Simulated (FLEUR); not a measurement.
Input and output of a self-consistent single point for Ti2InC (P6_3/mmc, 8 atoms in the cell) (FLEUR).

Level of theory: LDA (Vosko-Wilk-Nusair), all-electron FLAPW (FLEUR), scalar-relativistic valence in FLEUR.

The change in words: lattice scaled by 0.98. Reference geometry:
```
Ti2InC
1.0
    3.10423     0.00000     0.00000
   -1.55212     2.68835     0.00000
    0.00000     0.00000    13.98921
Ti In C
4 2 2
Direct
  0.66667   0.33333   0.57876
  0.33333   0.66667   0.42124
  0.33333   0.66667   0.07876
  0.66667   0.33333   0.92124
  0.66667   0.33333   0.25000
  0.33333   0.66667   0.75000
  0.00000   0.00000   0.50000
  0.00000   0.00000   0.00000
```

Reference input (self-consistent single point, DFT, LDA (Vosko-Wilk-Nusair), all-electron FLAPW (FLEUR), scalar-relativistic valence): Kmax = 4.5 1/bohr; GmaxXC = 18 1/bohr; xcFunctional = vwn; jspins = 1; l_soc = F; mode = gauss; fermiSmearingEnergy = 0.00367493 Htr; mesh (inpgen div1-3) = 8 8 2; inpgen gamma flag = true; Gmax = 18 1/bohr; numbands = 0; maxIterBroyd = 25. This run's input differs from it in these lines:

```diff
@@ -3,5 +3,5 @@
 &input film=f /
-5.8661526287 -0.0000001258 0.0000000000
--2.9330762054 5.0802372618 0.0000000000
-0.0000000000 0.0000000000 26.4357661512
+5.7488291865 0.0000002993 0.0000000000
+-2.8744148524 4.9786319679 0.0000000000
+0.0000000000 0.0000000000 25.9070510172
 1.0
@@ -50,5 +50,5 @@
          <bravaisMatrix>
-            <row-1>    5.8661526287000001    -0.0000001258000000     0.0000000000000000</row-1>
-            <row-2>   -2.9330762053999999     5.0802372617999998     0.0000000000000000</row-2>
-            <row-3>    0.0000000000000000     0.0000000000000000    26.4357661511999993</row-3>
+            <row-1>    5.7488291865000001     0.0000002993000000     0.0000000000000000</row-1>
+            <row-2>   -2.8744148524000002     4.9786319679000002     0.0000000000000000</row-2>
+            <row-3>    0.0000000000000000     0.0000000000000000    25.9070510172000006</row-3>
          </bravaisMatrix>
```

The program printed (abridged):

```
 Iteration:     1   Distance:      24.72235280 me/bohr^3
 Iteration:     2   Distance:      19.71577916 me/bohr^3
 Iteration:     3   Distance:       9.85666658 me/bohr^3
 Iteration:     4   Distance:       7.29793157 me/bohr^3
 Iteration:     5   Distance:       5.18133944 me/bohr^3
   [... 10 lines left out ...]
 Iteration:    16   Distance:       0.00029875 me/bohr^3
 Iteration:    17   Distance:       0.00004138 me/bohr^3
 Iteration:    18   Distance:       0.00003840 me/bohr^3
 Iteration:    19   Distance:       0.00000499 me/bohr^3
 Reset of history
 Run finished successfully
 Stop message:
   Structural relaxation: new displacements generated

[file out, last iteration]
             iter=     20
[...]
          total density-effective poten   -2.4934091780E+04
          total charge density-energy d   -4.8166035179E+02
 Updated energy parameters for spin:           1
[...]
 fermi energy and band-weighting factors:

[...]
FERMIE:
          first approx. to ef    (T=0)  :   0.413295 htr   (energy of the highest occ. eigenvalue)
          number of occ. states  (T=0)  :        814
          first approx. to seigv (T=0)  : -25.864496 htr
          sum of weights of occ. states :  41.000000
          sum of semicore charge        :   0.000000 e
          fermi energy=   0.41332 har   work function= -11.24690 ev
          number of valence electrons=  82.00000
   [... lines left out ...]
          total moment                 =     0.00000
 Direct bandgap for spin            1 :    1.3112443026082665E-002  Htr
 ---->    free energy=                    -15240.2306378132 htr
   [... lines left out ...]
 TOTAL FORCE FOR ATOM TYPE=  1  X= -2.874   Y=  1.660   Z=-10.913
                       FX_TOT= 0.000000 FY_TOT= 0.000000 FZ_TOT= 0.008155
 TOTAL FORCE FOR ATOM TYPE=  2  X= -2.874   Y=  1.660   Z=  6.477
                       FX_TOT= 0.000000 FY_TOT= 0.000000 FZ_TOT= 0.000000
 TOTAL FORCE FOR ATOM TYPE=  3  X=  0.000   Y=  0.000   Z= 12.954
                       FX_TOT= 0.000000 FY_TOT= 0.000000 FZ_TOT= 0.000000
```

The run converged in 19 iterations. FLEUR gives forces in its relaxation mode, with a further iteration, so its stop message speaks of a relaxation. Against the reference run the total energy goes up by 9.3 meV/atom and the largest force goes from 0.217 to 0.419 eV/Å.

The starting cell comes from a database of computed structures (which also holds hypothetical and non-ambient phases and stackings), without a prior relaxation at this level. Its lattice was rescaled by a random factor within 2.5 % of one. For this run, on top of that: lattice scaled by 0.98. Spin polarisation is off. Values depend on the basis (sphere radii, cutoffs, local orbitals), which need not be converged. The log's line on a gap gives a spacing of levels on this mesh, which the program prints for metals too.

Cost on one core of a shared machine: roughly 8 min.
